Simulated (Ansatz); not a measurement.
**Several settings converged on MgPd₅ (R3, 6 atoms in the cell)**

```yaml
crystal:
  lattice:
    - [2.41505, 1.39433, 4.57238]
    - [-2.41505, 1.39433, 4.57238]
    - [0.00000, -2.78865, 4.57238]
  atoms:
    - { symbol: Mg, position: [0.00364, 0.00364, 0.00364] }
    - { symbol: Pd, position: [0.50000, 0.83166, 0.16834] }
    - { symbol: Pd, position: [0.16834, 0.50000, 0.83166] }
    - { symbol: Pd, position: [0.83166, 0.16834, 0.50000] }
    - { symbol: Pd, position: [0.33173, 0.33173, 0.33173] }
    - { symbol: Pd, position: [0.66827, 0.66827, 0.66827] }
```

Base method: PBEsol, default PAW files made with PBE (plane waves; Ansatz, a quantum-chemistry and plane-wave program).

Base settings: basis.ecutwfc = 420 eV; kpoints.mp_grid.grid = 5 5 5; hamiltonian.xc = pbesol; hamiltonian.pseudopotentials = {kind: paw} (the program's default PAW files); scf.occupations.method = gaussian; scf.occupations.width = 0.1 eV.

The count of work is k-points × plane waves × bands × iterations; it is no time. Core times come from one kind of shared machine, to one figure; runs under 30 s give none.

**The cutoff for other potential files**

Level: DFT, PBEsol, plane waves, harder PAW files (source: ansatz) made with PBE.

In this ladder: hamiltonian.pseudopotentials = {kind: paw, source: ansatz}.

The second cell is the first with its lattice scaled by 0.98.

The mesh stays at the base's, so the ladder's end is converged at best in this setting alone.

The first pressure column holds Ansatz's estimate of the finite-basis (Pulay) stress, which hides part of the cutoff error; the other is without it.

Only quantities that move along the ladder and can be compared are tabulated.

| basis.ecutwfc | free energy less the last step's (meV/atom) | energy of the compressed cell less the first (meV/atom) | pressure (GPa) | pressure without the Pulay estimate (GPa) | largest difference of a force vector from the last step's (eV/Å) | count of work / last |
|---|---|---|---|---|---|---|
| 280 eV | 13441.40 | -107.14 | -22.15 | -616.68 | 0.130 | 0.11 |
| 340 eV | 3231.28 | -48.16 | -10.45 | -200.25 | 0.096 | 0.14 |
| 435 eV | 216.78 | -8.00 | -6.22 | -26.90 | 0.012 | 0.21 |
| 525 eV | 8.09 | -8.26 | -6.00 | -7.23 | 0.000 | 0.27 |
| 620 eV | 0.88 | -8.00 | -5.97 | -5.97 | 0.000 | 0.35 |
| 745 eV | 0.71 | -8.00 | -5.97 | -5.97 | 0.000 | 0.47 |
| 930 eV | 0.36 | -8.00 | -5.97 | -5.98 | 0.000 | 0.65 |
| 1240 eV | 0.00 | -8.00 | -5.97 | -5.98 | 0.000 | 1.0 |

Coarsest basis.ecutwfc that holds the free energy within 5 meV/atom of the last step, with all finer ones: 620 eV, at 0.35 of the last step's count of work; the step before is off by 8.1 meV/atom.

Coarsest basis.ecutwfc that holds the pressure within 1 GPa of the last step, with all finer ones: 435 eV, at 0.21 of the last step's count of work; the step before is off by 4.5 GPa.

Coarsest basis.ecutwfc that holds the pressure without the Pulay estimate within 0.1 GPa of the last step, with all finer ones: 620 eV, at 0.35 of the last step's count of work; the step before is off by 1.3 GPa.

The energy difference between the two cells stays within 1 meV/atom of the last step's from 435 eV on, the total only from 620 eV on: much of the error is common to both cells and cancels.

At the lowest cutoff the pressure without the Pulay estimate lies 611 GPa under the last step's, the usual sign of Pulay stress in an incomplete plane-wave basis.

**The relaxed cell against the cutoff**

On MgPd5 (R32, 6 atoms in the cell): atoms on their sites.

In this ladder: relax = cell and atoms.

The mesh stays at the base's, so the ladder's end is converged at best in this setting alone.

Only quantities that move along the ladder and can be compared are tabulated.

```tsv
basis.ecutwfc	relaxed volume (Å³/atom)	relaxation steps	core time / last (rough)
250 eV	15.145	49	2
295 eV	14.787	17	0.7
355 eV	14.804	7	0.5
420 eV	14.801	6	0.4
505 eV	14.801	6	0.6
630 eV	14.799	6	0.6
840 eV	14.799	6	1
```

Coarsest basis.ecutwfc that holds the relaxed volume within 0.074 Å³/atom of the last step, with all finer ones: 295 eV; the step before is off by 0.35 Å³/atom.

At the lowest cutoff the cell relaxes to a volume 2.3 % larger than at the highest. Ansatz relaxes on a stress corrected for the finite basis.

On the base run: the starting cell comes from a database of computed structures (which also holds hypothetical and non-ambient phases and stackings), without a prior relaxation at this level. Its lattice was rescaled by up to half a per cent. One atom was moved a little off its site on purpose. Spin polarisation is off.

Left out of this page: 1 run of the series stopped by limits of time or memory.

Keys are those of Ansatz 0.2.
